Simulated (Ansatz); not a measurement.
Consider a periodic stack without vacuum, tetragonal WSi2 (0 0 1) on antifluorite Mg2Si (0 0 1) (film strained to the substrate, started from cuts of the bulks and a machine-learned relaxation; slabs Mg10Si6 and W8Si16, which can lie off the formulas): substrate slab Mg10Si6, film W8Si16, surface cells [[1, 0], [1, 1]] and [[-1, 1], [-1, -1]], film strained by -1.5 and -1.5 %, outermost planes Si/Si and Si/Si as cut, which need not be the usual terminations and can put a slab off its formula. Its start:

```xyz
40
Lattice="4.4995 0.0000 -0.0229 0.0000 4.4995 -0.0315 -0.5530 1.2569 33.8373" Properties=species:S:1:pos:R:3 pbc="T T T"
Mg     1.9171     4.6701     2.2376
Mg    -0.4334     2.3242     2.2624
Mg     2.1864     4.4534     8.6320
Mg    -0.0632     2.2198     8.6527
Mg    -0.0992     2.2047     5.4504
Mg     2.0985     4.4235     5.4375
Mg     2.1160     4.7273    14.9785
Mg    -0.1261     2.5278    15.0085
Mg    -0.0960     2.3088    11.8489
Mg     2.1749     4.6120    11.8112
Si    -0.2453     4.5138     3.8889
Si     1.7554     2.4607     0.6577
Si    -0.0798     4.5261    10.2100
Si     2.1529     2.2008     7.0679
Si    -0.1143     4.7975    16.3941
Si     2.1330     2.4264    13.3540
W      3.3669     1.5812    23.7860
W      0.9781     3.8604    23.7833
Si     3.2106     3.8355    25.1073
Si     1.1445     1.6299    25.1309
Si     3.4346     1.3724    18.4107
Si     0.8567     3.9521    18.4297
W      3.1587     3.6837    19.7924
W      1.1472     1.6684    19.8022
Si     3.4194     1.4388    21.0835
Si     0.9003     3.9381    21.0876
Si     3.2099     3.7958    22.4196
Si     1.1182     1.6193    22.4418
W      3.4589     1.5884    31.8093
W      1.0491     3.8582    31.7845
Si     3.3221     3.8509    33.1816
Si     1.2573     1.5932    33.2168
Si     3.4165     1.5909    26.4679
Si     0.9564     3.8875    26.4525
W      3.2452     3.8500    27.7922
W      1.1605     1.6279    27.8154
Si     3.4337     1.5970    29.1739
Si     0.9905     3.8865    29.1212
Si     3.2754     3.8298    30.4996
Si     1.2161     1.6097    30.5266
```

The start was prepared with a machine-learned potential, and the result is one local minimum, with the in-plane cell held and forces under 0.04 eV/Å; the film can end far from its bulk form.

Method: PBE (plane waves to 420 eV, PAW; Ansatz, a first-principles code). Spin–orbit coupling is left out; the runs are not spin-polarised. Its k-point mesh 6×6×1, Fermi–Dirac width 0.05 eV.

### Question
Predict the relaxed interface.

### Answer
- interface area: 20.2 Å²
- period: 33.49 Å
- heights between the nearest atoms of the two slabs at the two interfaces: 1.89 and 1.24 Å
- Si–Si contacts across the interfaces within 1.22 times the sum of covalent radii: 6, mean 2.52 Å
- Mg–Si contacts across the interfaces within 1.22 times the sum of covalent radii: 2, mean 2.79 Å
- Si–W contacts across the interfaces within 1.22 times the sum of covalent radii: 1, mean 2.61 Å
- estimate of the barrier: withheld, since the Fermi level falls at or inside a band of the host, which a slab this thin can't settle
- slope of the mean potential energy in the substrate: +1.3 MV/cm × e
